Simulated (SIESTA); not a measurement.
SIESTA run on BW (I4_1/amd, 8 atoms in the cell): self-consistent single point.

Level of theory: GGA PBEsol, numerical atomic orbitals DZP, PseudoDojo PBEsol standard norm-conserving potentials (rewritten from UPF to PSML) run with SIESTA.

The change in words: lattice scaled by 0.98. Reference geometry:
```
CELL_PARAMETERS angstrom
     -1.54990     1.54990     8.37606
      1.54990    -1.54990     8.37606
      1.54990     1.54990    -8.37606
ATOMIC_POSITIONS crystal
  B  0.40631 0.90631 0.50000
  B  0.65631 0.65631 0.00000
  B  0.34369 0.34369 0.00000
  B  0.09369 0.59369 0.50000
  W  0.55312 0.05312 0.50000
  W  0.80312 0.80312 0.00000
  W  0.19688 0.19688 0.00000
  W  0.94688 0.44688 0.50000
```

Reference input (self-consistent single point, DFT, GGA PBEsol, numerical atomic orbitals DZP, PseudoDojo PBEsol standard norm-conserving potentials (rewritten from UPF to PSML)): XC.functional = GGA; XC.authors = PBEsol; potentials = PseudoDojo PBEsol standard; PAO.BasisSize = DZP; PAO.EnergyShift = 0.005 Ry; MeshCutoff = 300 Ry; kgrid.MonkhorstPack = 7 7 7; OccupationFunction = FD; ElectronicTemperature = 1160.45 K; MaxSCFIterations = 150; SCF.Mixer.Method = Pulay; SCF.Mixer.Weight = 0.2. This run's input differs from it in these lines:

```diff
@@ -12,5 +12,5 @@
 %block LatticeVectors
-    -1.549904000    1.549904000    8.376058000
-     1.549904000   -1.549904000    8.376058000
-     1.549904000    1.549904000   -8.376058000
+    -1.518906000    1.518906000    8.208537000
+     1.518906000   -1.518906000    8.208537000
+     1.518906000    1.518906000   -8.208537000
 %endblock LatticeVectors
@@ -18,10 +18,10 @@
 %block AtomicCoordinatesAndAtomicSpecies
-     1.549904000    0.000000000    6.806552252  1
-     0.000000000   -0.000000000   10.994581252  1
-    -0.000000000    0.000000000    5.757534748  1
-     1.549904000   -0.000000000    1.569505748  1
-     0.000000000    1.549904000    0.889872402  2
-    -0.000000000    0.000000000   13.453959402  2
-     0.000000000   -0.000000000    3.298156598  2
-    -0.000000000    1.549904000    7.486185598  2
+     1.518906000    0.000000000    6.670421337  1
+     0.000000000   -0.000000000   10.774689837  1
+     0.000000000   -0.000000000    5.642384163  1
+     1.518906000   -0.000000000    1.538115663  1
+     0.000000000    1.518906000    0.872074971  2
+     0.000000000   -0.000000000   13.184880471  2
+    -0.000000000    0.000000000    3.232193529  2
+    -0.000000000    1.518906000    7.336462029  2
 %endblock AtomicCoordinatesAndAtomicSpecies
```

Output (repeated stretches shortened):

```
        iscf     Eharris(eV)        E_KS(eV)     FreeEng(eV)     dDmax    Ef(eV) dHmax(eV)
   scf:    1    -8443.698962    -8559.127453    -8559.188253  1.282860 -3.732368  8.120840
   scf:    2    -8579.465550    -8571.104641    -8571.166344  0.154384 -4.169123  3.790558
   scf:    3    -8574.416511    -8573.333413    -8573.402145  0.086085 -4.496237  0.942445
   scf:    4    -8573.513574    -8573.453346    -8573.522560  0.057310 -4.621761  0.109665
   scf:    5    -8573.456470    -8573.456081    -8573.525082  0.016988 -4.632196  0.071089
   scf:    6    -8573.457002    -8573.456942    -8573.526073  0.006542 -4.641869  0.015225
   scf:    7    -8573.457015    -8573.457006    -8573.526130  0.001822 -4.642759  0.005001
   scf:    8    -8573.456992    -8573.457000    -8573.526135  0.000167 -4.643410  0.000487
   scf:    9    -8573.456998    -8573.456999    -8573.526135  0.000112 -4.643553  0.000178
   scf:   10    -8573.456999    -8573.456999    -8573.526135  0.000014 -4.643552  0.000192
SCF Convergence by DM+H criterion
max |DM_out - DM_in|         :     0.0000139132
max |H_out - H_in|      (eV) :     0.0001915560
SCF cycle converged after 10 iterations

Using DM_out to compute the final energy and forces

siesta: E_KS(eV) =            -8573.4570

siesta: E_KS - E_eggbox =     -8573.4570

siesta: Atomic forces (eV/Ang):
     1   -0.000016    0.000129    0.183339
     2    0.000129   -0.000015    0.183493
     3    0.000016   -0.000129   -0.183429
     4   -0.000129    0.000016   -0.183403
     5   -0.000120    0.000255   -0.194921
     6    0.000255   -0.000120   -0.194950
     7    0.000120   -0.000255    0.194839
     8   -0.000255    0.000120    0.195033
   Tot    0.000000   -0.000000    0.000000
   Max    0.195033
   Res    0.109271    sqrt( Sum f_i^2 / 3N )
   Max    0.195033    constrained

   [... lines left out ...]
siesta: FreeEng =     -8573.526135
siesta: Cell volume =         75.750856 Ang**3
siesta:         384.94972569        376.46458351  kBar
   [... lines left out ...]

             -0.021  -0.106  -0.077

mulliken: Qtot =       68.000

Mulliken Atomic Populations:
Atom #   charge [q] valence [e]  Species
     1    -0.991170    3.991170  B
     2    -0.991172    3.991172  B
     3    -0.991169    3.991169  B
     4    -0.991173    3.991173  B
     5     0.991164   13.008836  W
     6     0.991178   13.008822  W
     7     0.991169   13.008831  W
     8     0.991173   13.008827  W
 Total    -0.000000
```

The run converged in 10 iterations. Against the reference run the free energy goes up by 87.3 meV/atom, the pressure goes from 10.26 to 38.49 GPa and the largest force goes from 0.119 to 0.195 eV/Å.

The starting cell comes from a database of computed structures (which also holds hypothetical and non-ambient phases and stackings), without a prior relaxation at this level. Its lattice was rescaled by a random factor within 2.5 % of one. For this run, on top of that: lattice scaled by 0.98. Spin polarisation is off. Values carry the incompleteness of an atom-centred basis. With a pressure of about 38 GPa the cell is away from its equilibrium volume at this level.

Cost on one core of a shared machine: roughly 7 min.
